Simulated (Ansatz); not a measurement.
H interstitial in diamond (start: void with 4C nearest; 216-site cell, Γ-point sampling). Calculation: HSE06 on PBE geometries, PAW (plane waves to 420 eV; Ansatz, an electronic-structure program). Total energies of the localised charge states, counted from that of charge +1, and their image corrections (point charge with alignment); the host's valence-band maximum lies at 12.619 eV on the cells' energy zero and its gap is 5.29 eV.

| charge | moment (μB) | E − E(first) (eV) | correction (eV) |
|---|---|---|---|
| +1 | not spin-polarised | 0.000 | 0.331 |
| 0 | 1.0 | 14.385 | 0.000 |
| −1 | not spin-polarised | 30.475 | 0.285 |

Derive the transition levels above the valence-band maximum and say which of them are thermodynamic.

A level is the Fermi energy at which two charges have equal formation energy: ε(q/q′) = [E(q′) + corr(q′) − E(q) − corr(q)] / (q − q′) − E_VBM.
ε(+1/0) = [(14.385 + 0.000) − (0.000 + 0.331)] / 1 − 12.619 = 1.44 eV
ε(0/−1) = [(30.475 + 0.285) − (14.385 + 0.000)] / 1 − 12.619 = 3.76 eV
Thermodynamic levels at least 0.1 eV inside the gap: (+1/0) at 1.44 eV; (0/−1) at 3.76 eV. They hold to tenths of an eV in this cell. Charges with a result: +1, 0, −1. Others weren't obtained, and one of them could lie lower, also by skipping a charge. The geometries come from one start. Flagged in the runs: zone-centre sampling.
